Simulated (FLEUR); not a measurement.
A self-consistent single point of LaTl3 (Pm-3m, 4 atoms in the cell) with FLEUR.

Method: PBEsol, all-electron FLAPW (FLEUR), scalar-relativistic valence.

```xyz
4
Lattice="4.9188 0.0000 0.0000 0.0000 4.9188 0.0000 0.0000 0.0000 4.9188" Properties=species:S:1:pos:R:3 pbc="T T T"
La     0.0000     0.0000     0.0000
Tl     0.0000     2.4594     2.4594
Tl     2.4594     0.0000     2.4594
Tl     2.4594     2.4594     0.0000
```

Reference input (self-consistent single point, DFT, LDA (Vosko-Wilk-Nusair), all-electron FLAPW (FLEUR), scalar-relativistic valence): Kmax = 3.8 1/bohr; GmaxXC = 11.4 1/bohr; xcFunctional = vwn; jspins = 1; l_soc = F; mode = hist; fermiSmearingEnergy = 0.00499791 Htr; mesh (inpgen div1-3) = 9 9 9; inpgen gamma flag = false; Gmax = 11.4 1/bohr; numbands = 0; maxIterBroyd = 15. This run's input differs from it in these lines:

```diff
@@ -16,3 +16,3 @@
 &comp jspins=1 /
-&exco xctyp='vwn' /
+&exco xctyp='PBEs' /
 &kpt div1=9 div2=9 div3=9 /
@@ -29,3 +29,3 @@
       <coreElectrons ctail="T" frcor="F" kcrel="0" coretail_lmax="0"/>
-      <xcFunctional name="vwn" relativisticCorrections="F"/>
+      <xcFunctional name="PBEs" relativisticCorrections="F"/>
       <magnetism jspins="1"/>
```

The program printed (abridged):

```
 Iteration:     1   Distance:       6.37654494 me/bohr^3
 Iteration:     2   Distance:       5.80336723 me/bohr^3
 Iteration:     3   Distance:       2.77000982 me/bohr^3
 Iteration:     4   Distance:       1.98736855 me/bohr^3
 Iteration:     5   Distance:       0.65733482 me/bohr^3
   [... 9 lines left out ...]
 Iteration:    15   Distance:       0.00004832 me/bohr^3
 Iteration:    16   Distance:       0.00004398 me/bohr^3
 Iteration:    17   Distance:       0.00001804 me/bohr^3
 Iteration:    18   Distance:       0.00000293 me/bohr^3
 Run finished successfully
 Stop message:
   Structural relaxation: Done

[file out, last iteration]
             iter=     19
[...]
          total density-effective poten   -1.2240814096E+05
          total charge density-energy d   -1.3302898255E+03
 Updated energy parameters for spin:           1
[...]
 fermi energy and band-weighting factors:

[...]
FERMIE:
          first approx. to ef    (T=0)  :   0.303499 htr   (energy of the highest occ. eigenvalue)
          number of occ. states  (T=0)  :        877
          first approx. to seigv (T=0)  :  -4.831687 htr
          sum of weights of occ. states :  25.054870
          sum of semicore charge        :   0.000000 e
FERHIS:  Fermi-Energy by histogram:
          bandgap                     :   0.000286 htr
   [... lines left out ...]
          charge neutrality (T=0)     :   0.109739    (zero if the highest occ. eigenvalue is "entirely" occupied)
     EF_NEWTON:  Adjust Fermi-Energy by Newton-Method.
 Direct bandgap for spin            1 :    9.8479266491083850E-003  Htr
 ---->    free energy=                    -69344.7378726732 htr
   [... lines left out ...]
      extrapolation for T->0
 ---->    total electron energy=          -69344.7350772366 htr
 ***** TOTAL FORCES ON ATOMS *****
 TOTAL FORCE FOR ATOM TYPE=  1  X=  0.000   Y=  0.000   Z=  0.000
                       FX_TOT= 0.000000 FY_TOT= 0.000000 FZ_TOT= 0.000000
 TOTAL FORCE FOR ATOM TYPE=  2  X=  0.000   Y=  4.648   Z=  4.648
                       FX_TOT= 0.000000 FY_TOT= 0.000000 FZ_TOT= 0.000000
 Structural relaxation: Done
```

The run converged in 18 iterations. FLEUR gives forces in its relaxation mode, with a further iteration, so its stop message speaks of a relaxation. 

The starting cell comes from a database of computed structures (which also holds hypothetical and non-ambient phases and stackings), without a prior relaxation at this level. Its lattice was rescaled by a random factor within 2.5 % of one. Spin-orbit coupling is off. Values depend on the basis (sphere radii, cutoffs, local orbitals), which need not be converged. The log's line on a gap gives a spacing of levels on this mesh, which the program prints for metals too.

Cost on one core of a shared machine: roughly 3 min.
